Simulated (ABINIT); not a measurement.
Band structure of CaF₂ (Fm-3m, 3 atoms in the cell).

```yaml
crystal:
  lattice:
    - [0.00000, 2.76522, 2.76522]
    - [2.76522, 0.00000, 2.76522]
    - [2.76522, 2.76522, 0.00000]
  atoms:
    - { symbol: Ca, position: [0.00000, 0.00000, 0.00000] }
    - { symbol: F, position: [0.25000, 0.25000, 0.25000] }
    - { symbol: F, position: [0.75000, 0.75000, 0.75000] }
```

Method of the run: PBE, norm-conserving pseudopotentials (PseudoDojo nc-sr-05 PBE standard) (plane waves; ABINIT).

Settings: pseudos = [Ca.upf, F.upf]; ecut = 1143 eV; occopt = 3; tsmear = 0.00036749 Ha; ngkpt = 8 8 8; nshiftk = 1; shiftk = 0 0 0; potentials = PseudoDojo nc-sr-05 PBE standard; kptopt = 1; nstep = 60; tolvrs1 = 1e-12; ndtset = 2; getden2 = 1.

The starting cell has typed, rounded lattice constants, without a prior relaxation at this level. Its lattice was rescaled by a random factor within 2.5 % of one.

**Question.** Predict the gap along the standard path and the places of the band edges.

**Answer.** The gap along the path is 7.11 eV, from X to Γ; the smallest direct gap on it is 7.36 eV.

Levels in eV from the top of the valence band on the SCF mesh, bands 9 to 16:
```tsv
point	9	10	11	12	13	14	15	16
Γ	-1.98	-0.25	-0.25	-0.25	7.11	9.04	9.04	10.94
X	-1.58	-0.34	-0.34	0.00	8.03	9.32	9.89	10.62
W	-1.00	-1.00	-0.26	-0.08	8.34	9.57	9.72	9.72
K	-1.44	-0.60	-0.42	-0.09	8.28	9.51	9.63	10.11
L	-1.23	-1.18	-0.81	-0.81	9.23	9.23	9.53	10.57
U	-1.44	-0.60	-0.42	-0.09	8.28	9.51	9.63	10.11
```
